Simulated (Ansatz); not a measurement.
The reference is an 8-atom supercell of C in the diamond structure (space group Fd-3m, No. 227; a = 3.5603 Å) at its relaxed geometry.

Calculations: r2SCAN/PAW in Ansatz (a quantum-chemistry and plane-wave program), scalar-relativistic without spin-orbit coupling.

One neutral defect a cell, atoms relaxed at fixed cell.

One change was made to it. Results:

| quantity | base | after |
|---|---|---|
| pressure | 0.0 GPa | 234.6 GPa |
| largest displacement of a host atom from its site in the perfect cell | – | 0.26 Å |

Question: Which of these changes matches the shifts?
(A) Li interstitial (started 1.45 Å from the nearest host atom)
(B) C vacancy
(C) Mo on a C site
(D) Pb on a C site

Answer: D, Pb on a C site. For comparison, the pressure in the other runs: C vacancy gives -0.5 GPa; Mo on a C site gives 165.7 GPa; Li interstitial (started 1.45 Å from the nearest host atom) gives 63.4 GPa.

Other magnetic orders, which the real material may have, were not ruled out. In so small a cell the defect repeats every few ångströms: this is an ordered compound, not a dilute defect. The mesh was chosen for an insulator and is coarse for the gapless case. Seeded moments were not kept for Pb on a C site, C vacancy and Li interstitial (started 1.45 Å from the nearest host atom).
